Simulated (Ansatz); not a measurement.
Base system: GaN in the zinc blende structure (space group F-43m, No. 216; a = 4.498 Å).

The values are results of Ansatz (a program for electronic structure) r2SCAN, without spin-orbit coupling, earlier PAW set, not measurements.

Before the change:

| Quantity | Result |
|---|---|
| Valley order | Γ 2.17 eV; X along ⟨100⟩ 3.77 eV |
| Density | 6.11 g/cm³ |
| Electron mass | 0.17 mₑ (at Γ) |
| Hole mass | 0.18, 0.86, 0.86 mₑ (at Γ) |

One thing is altered: cell and atoms relaxed at a pressure of 10 GPa.

**Question.** Estimate the effect on the valley order, density, electron mass and hole mass.

**Answer.** The valley order (the lowest conduction-band minima on the path, energy above the VBM, named in the base's zone) changes from Γ 2.17 eV; X along ⟨100⟩ 3.77 eV to Γ 2.48 eV; X along ⟨100⟩ 3.79 eV; the density rises by 0.29 g/cm³, from 6.11 g/cm³ to 6.40 g/cm³; the electron mass changes from 0.17 mₑ (at Γ) to 0.19 mₑ (at Γ); the hole mass (degenerate bands, along [100]) changes from 0.18, 0.86, 0.86 mₑ (at Γ) to 0.20, 0.83, 0.83 mₑ (at Γ).

The levels and masses belong to the bands next to the band gap. Load acts through the strain it causes; cell and atoms are relaxed under it. Masses are band curvatures over ±0.01 Å⁻¹ around the edge. Stability against distortions was not tested. Tetrahedral semiconductors of this kind turn to denser phases somewhere between about 1 and 50 GPa; those were not computed, so compressed cells here can lie past the real transition. This is not the structure that GaN has at room temperature and ambient pressure.
